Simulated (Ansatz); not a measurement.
Base system: Mg3Sb2 (space group P-3m1, No. 164; a = 4.567 Å, c = 7.247 Å).

Calculations: Ansatz (a quantum-chemistry and plane-wave program), r2SCAN, PAW, cutoff 500 eV, without spin-orbit coupling.

One change was made to it. Results:

| quantity | base | after |
|---|---|---|
| volume per atom | 26.18 Å³ | 16.12 Å³ |
| c/a ratio | 1.587 | 1.567 |
| band gap | 0.61 eV | zero |

Which of these changes matches the shifts?
A. pressure 60 GPa
B. pressure 18 GPa
C. pressure −2 GPa

A, pressure 60 GPa. For comparison, the band gap in the other runs: pressure 18 GPa gives 0.09 eV; pressure −2 GPa gives 0.62 eV.

With Sb present, leaving out spin-orbit coupling can change the band edges. Load acts through the strain it causes; cell and atoms are relaxed under it. No phonon test of stability was made. Competing high-pressure phases were not computed. The final runs are not spin-polarised. A zero or small gap of Mg3Sb2 under pressure 60 GPa and Mg3Sb2 under pressure 18 GPa can be the functional's error rather than a property of the material.
